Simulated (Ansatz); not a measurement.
PbSe, response to strain

The reference is PbSe in the rock salt structure (space group Fm-3m, No. 225; a = 6.1780 Å). Axes: x, y, z lie along the cube axes.

Strains are applied to the cell and any free atomic positions relax.

All numbers come from r2SCAN, PAW, 500 eV (Ansatz, a program for electronic structure; no spin-orbit coupling).

Notes on the quantities. pressure: mean of the normal stresses, compression positive; energy relative to the base: free energy F.

```csv
case,band gap,volume per atom,pressure,energy relative to the base
base,0.67 eV,29.48 Å³,-0.01 GPa,0 meV/atom
uniaxial strain ε_zz = +0.50 %,0.68 eV,29.62 Å³,-0.26 GPa,+0.3 meV/atom
uniaxial strain ε_zz = +1.00 %,[?],29.77 Å³,[?],[?]
uniaxial strain ε_zz = +1.50 %,0.71 eV,29.92 Å³,-0.72 GPa,+2.5 meV/atom
uniaxial strain ε_zz = +2.00 %,0.72 eV,30.06 Å³,-0.93 GPa,+4.3 meV/atom
uniaxial strain ε_zz = +2.50 %,0.73 eV,30.21 Å³,-1.13 GPa,+6.6 meV/atom
uniaxial strain ε_zz = +3.00 %,0.73 eV,30.36 Å³,-1.32 GPa,+9.3 meV/atom
```

What belongs in the blanks?


- uniaxial strain ε_zz = +1.00 %, band gap: 0.69 eV
- uniaxial strain ε_zz = +1.00 %, pressure: -0.49 GPa
- uniaxial strain ε_zz = +1.00 %, energy relative to the base: +1.1 meV/atom

Spin-orbit coupling, missing from the scalar runs, can matter with Pb. Stability against distortions was not tested.
